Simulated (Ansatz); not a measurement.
A computed series for Y: response to strain

Take Y in the hcp (Mg type) structure (space group P6_3/mmc, No. 194; relaxed with 0.1 eV smearing) as the base.

```xyz
2
Lattice="3.5943 0.0000 0.0000 -1.7972 3.1128 0.0000 0.0000 0.0000 5.6099" Properties=species:S:1:pos:R:3 pbc="T T T"
Y      0.0000     2.0752     4.2074
Y      1.7972     1.0376     1.4025
```

Cartesian axes are those of the cell as printed.

Strains are applied to the cell and any free atomic positions relax; under biaxial strain the out-of-plane vector relaxes too; under stress the whole cell relaxes.

Levels (all Ansatz, an electronic-structure program, PAW): PBEsol (420 eV, no spin-orbit coupling); r2SCAN (500 eV, no SOC).

Pressures by level, all at the geometries relaxed with PBEsol:

```csv
case,PBEsol,r2SCAN
base,0.0 GPa,3.0 GPa
"biaxial strain +0.55 %, plane normal [001], relaxed out of plane",-0.3 GPa,2.6 GPa
uniaxial strain ε_yy = +0.90 %,-0.4 GPa,2.5 GPa
"uniaxial stress, 0.5 GPa compression along z",0.2 GPa,3.2 GPa
"strain tensor (xx, yy, zz, yz, xz, xy) = (−0.90, −0.77, +0.48, −1.05, +2.17, −0.02) %",0.5 GPa,3.6 GPa
```

Single points use the geometry relaxed with PBEsol. Their cutoffs differ, which shifts pressures a little. Beyond what the load breaks, stability against distortions was not tested. The final runs are not spin-polarised.
